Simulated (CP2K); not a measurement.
Worked example: self-consistent single point of Pt₃Ti (P1, 4 atoms in the cell) in CP2K.

Computed with PBEsol, GPW, DZVP-MOLOPT-SR-GTH basis, GTH-PBE potentials (GTH_POTENTIALS) (CP2K).

```
CELL_PARAMETERS angstrom
      3.92000     0.00000     0.00000
      0.00000     3.92000     0.00000
      0.00000     0.00000     3.92000
ATOMIC_POSITIONS crystal
  Ti 0.99370 0.01374 0.01280
  Pt 0.01022 0.48850 0.49204
  Pt 0.48836 0.01025 0.49282
  Pt 0.50772 0.48751 0.00234
```

Reference input (self-consistent single point, DFT PBE, GPW, DZVP-MOLOPT-SR-GTH basis, GTH-PBE potentials (GTH_POTENTIALS)): CUTOFF = 600 Ry; REL_CUTOFF = 40 Ry; SMEAR/METHOD = GAUSSIAN; SIGMA = 0.1 eV; KPOINTS/SCHEME = MONKHORST-PACK 5 5 5; XC_FUNCTIONAL = PBE; Ti/BASIS_SET = DZVP-MOLOPT-SR-GTH; Ti/POTENTIAL = GTH-PBE-q12; Pt/BASIS_SET = DZVP-MOLOPT-SR-GTH; Pt/POTENTIAL = GTH-PBE-q18; METHOD = GPW; EPS_DEFAULT = 1e-10. This run's input differs from it in these lines:

```diff
@@ -43,3 +43,6 @@
     &XC
-      &XC_FUNCTIONAL PBE
+      &XC_FUNCTIONAL
+        &PBE
+          PARAMETRIZATION PBESOL
+        &END PBE
       &END XC_FUNCTIONAL
```

Output, abridged:

```
 SCF WAVEFUNCTION OPTIMIZATION

  Step     Update method      Time    Convergence         Total energy    Change
     1 NoMix/Diag. 0.30E+00      -     1.82231641      -419.8536618547 -4.20E+02
     2 Broy./Diag. 0.30E+00      -     0.39605457      -423.6102891640 -3.76E+00
     3 Broy./Diag. 0.30E+00      -     0.09829682      -420.9566335374  2.65E+00
     4 Broy./Diag. 0.30E+00      -     0.21154698      -419.5152660795  1.44E+00
     5 Broy./Diag. 0.30E+00      -     0.20878412      -418.2627006020  1.25E+00
     6 Broy./Diag. 0.30E+00      -     0.05907154      -418.4215309834 -1.59E-01
   [... 5 lines left out ...]
    12 Broy./Diag. 0.30E+00      -     0.00016306      -418.4509666047 -1.82E-04
    13 Broy./Diag. 0.30E+00      -     0.00000556      -418.4510483373 -8.17E-05
    14 Broy./Diag. 0.30E+00      -     0.00000354      -418.4510256582  2.27E-05
    15 Broy./Diag. 0.30E+00      -     0.00000073      -418.4510329136 -7.26E-06
  *** SCF run converged in    15 steps ***

  Overlap energy of the core charge distribution:               0.00000000021132
  Self energy of the core charge distribution:               -655.29135419641511
  Core Hamiltonian energy:                                    148.46587714118419
  Hartree energy:                                             130.41224123553209
  Exchange-correlation energy:                                -42.03750675450901
  Smearing free energy correction:                             -0.00029033926163
  Fermi energy:                                                 0.58313145265376

  Total energy:                                              -418.45103291359476
  Total energy (extrapolated to sigma->0):                   -418.45088774396396

   [... lines left out ...]

 STRESS| Analytical stress tensor [bar]
 STRESS|                        x                   y                   z
 STRESS|      x       -1.58356531257E+04  -1.28704685047E+04  -7.99502306204E+02
 STRESS|      y       -1.28704685047E+04  -1.31298184043E+04   2.01517853945E+02
 STRESS|      z       -7.99502306204E+02   2.01517853945E+02  -2.34783918277E+04
 STRESS| 1/3 Trace                                            -1.74812877859E+04
```

The run converged in 15 iterations. Against the reference run the pressure goes from 7.08 to -1.75 GPa and the largest force goes from 1.539 to 1.457 eV/Å.

The starting cell has typed, rounded lattice constants, without a prior relaxation at this level. Its atoms were displaced at random from the sites of space group no. 221. Spin polarisation is off. Values carry the incompleteness of an atom-centred basis. The potentials were made for another functional than the one used. Forces in this geometry exceed 1 eV/Å.

Cost on one core of a shared machine: roughly 40 s.
